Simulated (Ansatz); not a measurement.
The starting structures come from a database of crystals and need not be the phases stable at ambient conditions.

# Evanescent states of Si (I4/mmm, not sure to be the ambient phase, 4 atoms a cell, 21.3 Å³ an atom) along the normal of (110)

The numbers are results of r2SCAN (plane waves, PAW; Ansatz, a first-principles code), not measurements.

The gap is the functional's own. No spin-orbit coupling. Mid-gap values are interpolated on the energy grid.

Energies count from the valence-band top; κ is the least over a 8×6 mesh across the current.

```tsv
E (eV)	κ (1/Å)	where
0.03	0.028	off Γ
0.07	0.047	off Γ
0.12	[?]	off Γ
0.17	[?]	off Γ
0.23	[?]	off Γ
0.28	[?]	off Γ
0.33	[?]	off Γ
0.38	[?]	off Γ
0.42	0.066	off Γ
0.47	0.007	off Γ
```

Task: Some entries are withheld; supply them.

Result: 
- 0.12, κ (1/Å): 0.060
- 0.17, κ (1/Å): 0.071
- 0.23, κ (1/Å): 0.079
- 0.28, κ (1/Å): 0.087
- 0.33, κ (1/Å): 0.093
- 0.38, κ (1/Å): 0.092
